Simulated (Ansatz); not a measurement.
Consider N vacancy in wurtzite AlN, charge state -1. Level of theory: PBE, PAW (plane waves to 420 eV; Ansatz, a quantum-chemistry and plane-wave program).

192-site cell at the relaxed PBE lattice, the Γ point alone, smearing 0.01 eV, spin-restricted, no finite-size correction. Static, classical nuclei. The charge state is imposed; whether it is stable for some Fermi level was not computed. Forms of the defect that were not tried may lie lower.

Barriers: single points on a 2×2×2 k-point mesh shifted by half a step along c at the bands' geometries (they differ from the bands' own by up to 0.14 eV, and are uncertain by about as much).

Relaxed starting cell (atoms counted from 1):

```
Al96N95
1.0
   12.52102     0.00000     0.00000
   -6.26051    10.84352     0.00000
    0.00000     0.00000    15.05448
Al N
96 95
Direct
  0.18359   0.09217   0.16728
  0.16115   0.08053   0.49447
  0.16656   0.08331   0.83067
  0.16748   0.32985   0.16816
  0.16550   0.33455   0.50043
  0.16676   0.33309   0.83180
  0.16710   0.58361   0.16643
  0.16581   0.58291   0.49899
  0.16663   0.58335   0.83328
  0.16745   0.83775   0.16815
  0.16552   0.83090   0.50052
  0.16674   0.83377   0.83182
  0.41861   0.08470   0.16426
  0.41331   0.08335   0.49610
  0.41730   0.08305   0.83045
  0.41855   0.33395   0.16437
  0.41333   0.33007   0.49612
  0.41729   0.33432   0.83044
  0.41666   0.58289   0.16598
  0.41577   0.58269   0.49878
  0.41661   0.58332   0.83240
  0.41665   0.83386   0.16598
  0.41577   0.83318   0.49878
  0.41662   0.83337   0.83240
  0.66830   0.08379   0.16586
  0.66474   0.08297   0.49880
  0.66667   0.08344   0.83231
  0.66795   0.33402   0.16535
  0.66571   0.33287   0.49851
  0.66669   0.33338   0.83174
  0.66830   0.58460   0.16585
  0.66471   0.58181   0.49885
  0.66666   0.58330   0.83234
  0.66748   0.83379   0.16628
  0.66528   0.83269   0.49905
  0.66647   0.83327   0.83284
  0.91919   0.08358   0.16599
  0.91330   0.08272   0.50141
  0.91717   0.08365   0.83218
  0.91785   0.33328   0.16612
  0.91594   0.33290   0.49922
  0.91686   0.33357   0.83298
  0.91784   0.58465   0.16613
  0.91594   0.58307   0.49925
  0.91685   0.58335   0.83301
  0.91923   0.83576   0.16605
  0.91314   0.83052   0.50154
  0.91721   0.83363   0.83220
  0.07760   0.14978   0.33960
  0.08275   0.16642   0.66388
  0.08514   0.16640   0.99934
  0.08328   0.41383   0.33286
  0.08291   0.41684   0.66638
  0.08442   0.41639   0.00017
  0.08326   0.66949   0.33286
  0.08291   0.66610   0.66643
  0.08442   0.66813   0.00017
  0.07723   0.92729   0.33990
  0.08272   0.91634   0.66383
  0.08519   0.91895   0.99946
  0.32439   0.16246   0.31969
  0.33151   0.16579   0.66413
  0.33737   0.16873   0.99325
  0.33193   0.41406   0.33232
  0.33307   0.41654   0.66493
  0.33384   0.41670   0.99870
  0.33256   0.66636   0.33253
  0.33278   0.66643   0.66570
  0.33383   0.66696   0.99959
  0.33185   0.91802   0.33233
  0.33309   0.91661   0.66497
  0.33383   0.91722   0.99869
  0.58329   0.16716   0.33205
  0.58218   0.16642   0.66437
  0.58425   0.16699   0.99864
  0.58345   0.41633   0.33211
  0.58217   0.41581   0.66438
  0.58424   0.41734   0.99866
  0.58253   0.66606   0.33220
  0.58258   0.66628   0.66567
  0.58378   0.66690   0.99937
  0.58250   0.91656   0.33220
  0.58259   0.91639   0.66566
  0.58378   0.91697   0.99936
  0.83293   0.16658   0.33259
  0.83215   0.16658   0.66636
  0.83452   0.16682   0.99922
  0.83409   0.41704   0.33245
  0.83284   0.41644   0.66574
  0.83423   0.41716   0.99940
  0.83283   0.66627   0.33263
  0.83213   0.66561   0.66643
  0.83454   0.66781   0.99922
  0.83439   0.91722   0.33311
  0.83167   0.91588   0.66683
  0.83421   0.91715   0.99913
  0.16573   0.08288   0.62469
  0.16859   0.08436   0.95746
  0.16424   0.32487   0.29560
  0.16664   0.33469   0.62759
  0.16730   0.33329   0.95918
  0.16585   0.58299   0.29361
  0.16615   0.58310   0.62654
  0.16692   0.58352   0.96065
  0.16416   0.83950   0.29561
  0.16668   0.83197   0.62766
  0.16727   0.83414   0.95922
  0.41879   0.08334   0.29173
  0.41544   0.08328   0.62447
  0.41881   0.08257   0.95659
  0.41915   0.33594   0.29183
  0.41545   0.33224   0.62448
  0.41880   0.33632   0.95658
  0.41513   0.58214   0.29323
  0.41624   0.58333   0.62615
  0.41707   0.58379   0.95963
  0.41509   0.83318   0.29324
  0.41625   0.83300   0.62614
  0.41707   0.83337   0.95963
  0.66645   0.08334   0.29306
  0.66564   0.08297   0.62618
  0.66770   0.08352   0.95942
  0.66769   0.33387   0.29269
  0.66640   0.33323   0.62577
  0.66758   0.33383   0.95903
  0.66647   0.58322   0.29306
  0.66562   0.58273   0.62622
  0.66771   0.58427   0.95944
  0.66592   0.83303   0.29354
  0.66537   0.83273   0.62653
  0.66703   0.83356   0.95990
  0.91363   0.08281   0.29230
  0.91402   0.08215   0.62823
  0.91800   0.08379   0.95942
  0.91678   0.33319   0.29332
  0.91616   0.33314   0.62668
  0.91764   0.33380   0.96015
  0.91676   0.58360   0.29334
  0.91617   0.58310   0.62670
  0.91763   0.58391   0.96017
  0.91343   0.83064   0.29235
  0.91394   0.83188   0.62833
  0.91807   0.83435   0.95946
  0.08588   0.16515   0.12637
  0.07873   0.16949   0.46683
  0.08328   0.16679   0.79179
  0.08509   0.41608   0.12771
  0.08241   0.41707   0.45999
  0.08326   0.41696   0.79356
  0.08509   0.66917   0.12772
  0.08241   0.66535   0.45999
  0.08325   0.66638   0.79360
  0.08605   0.92116   0.12657
  0.07858   0.90903   0.46709
  0.08328   0.91657   0.79177
  0.34586   0.17294   0.11640
  0.32808   0.16411   0.45320
  0.33378   0.16693   0.79172
  0.33384   0.41667   0.12591
  0.33199   0.41633   0.45976
  0.33353   0.41719   0.79204
  0.33388   0.66699   0.12666
  0.33264   0.66637   0.45987
  0.33312   0.66661   0.79313
  0.33383   0.91725   0.12592
  0.33196   0.91575   0.45976
  0.33353   0.91643   0.79207
  0.58624   0.16743   0.12564
  0.58166   0.16638   0.45935
  0.58386   0.16694   0.79163
  0.58622   0.41889   0.12565
  0.58170   0.41535   0.45940
  0.58386   0.41700   0.79164
  0.58372   0.66696   0.12658
  0.58225   0.66602   0.45963
  0.58326   0.66668   0.79298
  0.58371   0.91685   0.12658
  0.58224   0.91630   0.45962
  0.58326   0.91666   0.79297
  0.83507   0.16687   0.12615
  0.83108   0.16625   0.46004
  0.83328   0.16703   0.79347
  0.83518   0.41763   0.12651
  0.83262   0.41632   0.45983
  0.83354   0.41681   0.79309
  0.83512   0.66834   0.12616
  0.83103   0.66480   0.46008
  0.83328   0.66632   0.79353
  0.83373   0.91691   0.12609
  0.83190   0.91597   0.46095
  0.83284   0.91646   0.79380
```
Cell charge -1.

End state 1 differs by these moves (Å; atoms that move under 0.08 Å are left out):

```tsv
atom	element	Δx	Δy	Δz
1	Al	-0.07	-0.05	-0.22
2	Al	0.07	0.04	0.04
13	Al	-0.05	0.17	0.13
16	Al	0.12	-0.12	0.13
49	Al	0.01	0.18	-0.15
58	Al	0.16	-0.08	-0.16
61	Al	0.14	0.08	0.12
63	Al	-0.20	-0.12	0.11
98	N	-0.14	-0.08	-0.12
99	N	-0.01	0.10	-0.04
105	N	0.08	-0.06	-0.04
108	N	0.05	-0.03	0.13
110	N	-0.07	0.03	0.05
111	N	0.00	0.06	0.13
113	N	-0.02	-0.08	0.05
145	N	0.09	-0.03	-0.14
153	N	-0.02	-0.08	-0.02
154	N	0.02	0.10	-0.14
156	N	-1.63	-0.94	2.56
157	N	0.06	0.03	0.07
159	N	0.06	-0.07	0.04
165	N	-0.03	0.09	0.04
```

Q: Estimate the forward and backward barriers to end state 1 that PBE, PAW returns for this input.

A: forward 2.64 eV, backward 2.64 eV; at the saddle point atom 156 has neighbours Al at 1.77, Al at 1.82, Al at 1.96 Å. The saddle point's order was not checked.
